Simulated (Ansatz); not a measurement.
System: InP (model structure, within 0.1 Å of P6₂22, No. 180, 6 atoms in the cell). Method: r²SCAN+rVV10 (Ansatz, a first-principles code, plane waves, PAW).

Numerical settings: plane-wave cutoff 560 eV, 18×18×6 k mesh (along the axes of the cell as run), Fermi–Dirac smearing 0.05 eV, scalar-relativistic PAW data made under PBE.

Cell (relaxed at this level):

```yaml
crystal:
  lattice:
    - [4.12215, 0.00000, 0.00000]
    - [-2.06108, 3.56989, 0.00000]
    - [0.00000, 0.00000, 9.32167]
  atoms:
    - { symbol: In, position: [0.50078, 0.00000, 0.66667] }
    - { symbol: In, position: [0.00000, 0.50078, 0.33333] }
    - { symbol: In, position: [0.49922, 0.49922, 0.00000] }
    - { symbol: P, position: [0.50041, 0.00000, 0.16667] }
    - { symbol: P, position: [0.00000, 0.50041, 0.83333] }
    - { symbol: P, position: [0.49959, 0.49959, 0.50000] }
```

### Question
Predict the band gap.

### Answer

- band gap: 0.48 eV (on the SCF k mesh)

Spin–orbit coupling is not included.

The computed numbers hold no vibrational or temperature effects.

Cost on a shared machine: very roughly 18 core-minutes.

A model structure was made by putting elements into a prototype or built by hand; it is no filed structure, need not be a known phase, and can be a saddle point held by its symmetry.
